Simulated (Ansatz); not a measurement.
The starting structures come from a database of crystals and need not be the phases stable at ambient conditions.

 Where the default PAW files enter, the runs use the earlier of Ansatz's two default sets.

Inside the gap of an insulator the Bloch states are evanescent, with a wavenumber k + iκ along the transport direction.

Data:

```
CELL_PARAMETERS angstrom
      3.08352     0.00000     0.00000
      0.00000    13.94462     0.00000
      0.00000     6.97231     4.02547
ATOMIC_POSITIONS crystal
  Ge 0.25000 0.17085 0.06463
  Ge 0.75000 0.82915 0.93537
  Ge 0.75000 0.40633 0.42282
  Ge 0.25000 0.59367 0.57718
  Ge 0.25000 0.23548 0.35819
  Ge 0.75000 0.76452 0.64181
  N  0.25000 0.33333 0.00000
  N  0.75000 0.66667 0.00000
  N  0.25000 0.33037 0.64235
  N  0.75000 0.66963 0.35765
  N  0.75000 0.30309 0.36654
  N  0.25000 0.69691 0.63346
  N  0.25000 0.97272 0.72419
  N  0.75000 0.02728 0.27581
```

Space group of this cell: P6_3/m. The cell is taken as given; by PBEsol its mean pressure is 0.6 GPa.

Transport runs along the normal of the first two printed cell vectors, the (110) plane of the conventional cell.

The gap is the functional's own, uncorrected, and κ follows it; spin-orbit coupling is left out. Mid-gap values are interpolated between the computed energies.

### Question
Estimate the band gap and the smallest decay constant κ at mid-gap that PBEsol in Ansatz (a quantum-chemistry and plane-wave program) returns for this system.

### Answer
Gap 2.11 eV on a 10×8×8 mesh; κ = 0.206 1/Å, at the zone centre.
